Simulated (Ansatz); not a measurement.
The cell is built on a prototype and need not be the phase stable at ambient conditions.

By PBEsol, the system below comes out a metal.

Without scattering a metal conducts by its projected Fermi surface.

```xyz
2
Lattice="4.3438 0.0000 0.0000 -2.1719 3.7618 0.0000 2.1719 1.2539 1.7733" Properties=species:S:1:pos:R:3 pbc="T T T"
Sn     0.0000     0.0000     0.0000
C      0.0000     2.5079     0.8867
```

Space group of this cell: Pm-3m, CsCl type. The cell was relaxed by PBE-D3(BJ); by PBEsol its mean pressure is -1.4 GPa.

The current flows along the normal of the first two printed cell vectors. No spin-orbit coupling; the value is a mean over 0.1 eV about the Fermi level.

**Question.** Estimate the ballistic conductance per area that PBEsol run with Ansatz (a quantum-chemistry and plane-wave program) returns for this system.

**Answer.** 1.5 × 10¹⁵ S/m² for both spins.
